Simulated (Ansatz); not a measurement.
# Pressure series in CdS

The reference is CdS in the wurtzite structure (space group P6_3mc, No. 186; a = 4.1235 Å, c = 6.7111 Å).

Cell and atoms are relaxed at each pressure.

The values are results of PBEsol (Ansatz, a program for electronic structure; PAW; 420 eV plane waves; no spin-orbit coupling), not measurements.

```
pressure (GPa)  band gap (eV)
--------------  -------------
-2                       1.02
-1                          ?
0                        1.09
1.8                      1.15
4.2                      1.22
9                        1.32
18                       1.41
```

Fit E_g = E₀ + αP + βP² to the rows shown and predict the withheld row.

Least squares on the printed values gives E₀ = 1.09 eV, α = 33.7 meV/GPa, β = -0.89 meV/GPa² (largest residual 0.00 eV); this predicts 1.06 eV, and the run gives 1.06 eV, in agreement.

Load acts through the strain it causes; cell and atoms are relaxed under it. Stability against distortions was not tested. Measured, CdS leaves this structure (for rock salt) near 2.54 GPa (temperature not stated; as listed in Datta, Sujoy, Jana, Debnarayan, arXiv (2020)), on rising pressure, with hysteresis.
